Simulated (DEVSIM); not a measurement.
Device: abrupt Ge n-p junction, at 400 K.

| layer (left to right) | material | thickness (μm) | Nd (cm⁻³) | Na (cm⁻³) | τn (s) | τp (s) |
|---|---|---|---|---|---|---|
| 1 | Ge | 0.120 | 5.2e16 | - | 2.2e-6 | 2.2e-6 |
| 2 | Ge | 33.0 | - | 9.3e16 | 2.2e-6 | 2.2e-6 |

Left contact: ohmic. Right contact: ohmic. Voltage is applied to the left contact. Recombination: SRH at mid-gap, Auger. Mobility is constant in doping.

Constants are typed, rounded textbook-type inputs, not results; the design itself was drawn at random and stands for no fabricated device. Values at 300 K; Nc and Nv go as T^1.5, mobilities as T to minus their exponent, the gap by Varshni's rule with the affinity fixed.

```csv
parameter,Ge
gap (eV),0.664
affinity (eV),4
permittivity,16
Nc (cm⁻³),1.04e19
Nv (cm⁻³),6e18
μn (cm²/Vs),3900
μp (cm²/Vs),1900
T exponent of μn,1.66
T exponent of μp,2.33
Cn (cm⁶/s),1e-31
Cp (cm⁶/s),1e-31
Varshni α (eV/K),0.000477
Varshni β (K),235
```

Model (solved in DEVSIM): 1D drift-diffusion, Boltzmann statistics, complete ionisation; no tunnelling, impact ionisation, image-force lowering or self-heating.

Q: Tabulate band edges, carrier densities and field at zero bias.

A: Energies count from the Fermi level of the right contact; mesh points crowd at the junctions.

```json
[
 {"x (μm)": "0.000", "Ec (eV)": "0.197", "Ev (eV)": "-0.427", "n (cm⁻³)": "5.2e16", "p (cm⁻³)": "3.9e13", "field (V/cm)": "1900"},
 {"x (μm)": "0.02074", "Ec (eV)": "0.202", "Ev (eV)": "-0.422", "n (cm⁻³)": "4.6e16", "p (cm⁻³)": "4.4e13", "field (V/cm)": "2700"},
 {"x (μm)": "0.05421", "Ec (eV)": "0.218", "Ev (eV)": "-0.406", "n (cm⁻³)": "2.9e16", "p (cm⁻³)": "7.0e13", "field (V/cm)": "7900"},
 {"x (μm)": "0.08888", "Ec (eV)": "0.266", "Ev (eV)": "-0.358", "n (cm⁻³)": "7.0e15", "p (cm⁻³)": "2.9e14", "field (V/cm)": "22000"},
 {"x (μm)": "0.1196", "Ec (eV)": "0.359", "Ev (eV)": "-0.265", "n (cm⁻³)": "4.8e14", "p (cm⁻³)": "4.2e15", "field (V/cm)": "39000"},
 {"x (μm)": "0.1421", "Ec (eV)": "0.424", "Ev (eV)": "-0.200", "n (cm⁻³)": "7.3e13", "p (cm⁻³)": "2.8e16", "field (V/cm)": "19000"},
 {"x (μm)": "0.1921", "Ec (eV)": "0.462", "Ev (eV)": "-0.162", "n (cm⁻³)": "2.4e13", "p (cm⁻³)": "8.5e16", "field (V/cm)": "1700"},
 {"x (μm)": "0.3414", "Ec (eV)": "0.466", "Ev (eV)": "-0.159", "n (cm⁻³)": "2.2e13", "p (cm⁻³)": "9.3e16", "field (V/cm)": "≈ 0"},
 {"x (μm)": "0.5867", "Ec (eV)": "0.466", "Ev (eV)": "-0.159", "n (cm⁻³)": "2.2e13", "p (cm⁻³)": "9.3e16", "field (V/cm)": "≈ 0"},
 {"x (μm)": "1.077", "Ec (eV)": "0.466", "Ev (eV)": "-0.159", "n (cm⁻³)": "2.2e13", "p (cm⁻³)": "9.3e16", "field (V/cm)": "≈ 0"},
 {"x (μm)": "2.140", "Ec (eV)": "0.466", "Ev (eV)": "-0.159", "n (cm⁻³)": "2.2e13", "p (cm⁻³)": "9.3e16", "field (V/cm)": "≈ 0"},
 {"x (μm)": "5.315", "Ec (eV)": "0.466", "Ev (eV)": "-0.159", "n (cm⁻³)": "2.2e13", "p (cm⁻³)": "9.3e16", "field (V/cm)": "≈ 0"},
 {"x (μm)": "10.53", "Ec (eV)": "0.466", "Ev (eV)": "-0.159", "n (cm⁻³)": "2.2e13", "p (cm⁻³)": "9.3e16", "field (V/cm)": "≈ 0"},
 {"x (μm)": "19.67", "Ec (eV)": "0.466", "Ev (eV)": "-0.159", "n (cm⁻³)": "2.2e13", "p (cm⁻³)": "9.3e16", "field (V/cm)": "≈ 0"},
 {"x (μm)": "27.87", "Ec (eV)": "0.466", "Ev (eV)": "-0.159", "n (cm⁻³)": "2.2e13", "p (cm⁻³)": "9.3e16", "field (V/cm)": "≈ 0"},
 {"x (μm)": "30.61", "Ec (eV)": "0.466", "Ev (eV)": "-0.159", "n (cm⁻³)": "2.2e13", "p (cm⁻³)": "9.3e16", "field (V/cm)": "≈ 0"},
 {"x (μm)": "31.88", "Ec (eV)": "0.466", "Ev (eV)": "-0.159", "n (cm⁻³)": "2.2e13", "p (cm⁻³)": "9.3e16", "field (V/cm)": "≈ 0"},
 {"x (μm)": "32.51", "Ec (eV)": "0.466", "Ev (eV)": "-0.159", "n (cm⁻³)": "2.2e13", "p (cm⁻³)": "9.3e16", "field (V/cm)": "≈ 0"},
 {"x (μm)": "32.90", "Ec (eV)": "0.466", "Ev (eV)": "-0.159", "n (cm⁻³)": "2.2e13", "p (cm⁻³)": "9.3e16", "field (V/cm)": "≈ 0"},
 {"x (μm)": "33.02", "Ec (eV)": "0.466", "Ev (eV)": "-0.159", "n (cm⁻³)": "2.2e13", "p (cm⁻³)": "9.3e16", "field (V/cm)": "≈ 0"},
 {"x (μm)": "33.08", "Ec (eV)": "0.466", "Ev (eV)": "-0.159", "n (cm⁻³)": "2.2e13", "p (cm⁻³)": "9.3e16", "field (V/cm)": "≈ 0"},
 {"x (μm)": "33.12", "Ec (eV)": "0.466", "Ev (eV)": "-0.159", "n (cm⁻³)": "2.2e13", "p (cm⁻³)": "9.3e16", "field (V/cm)": "≈ 0"}
]
```
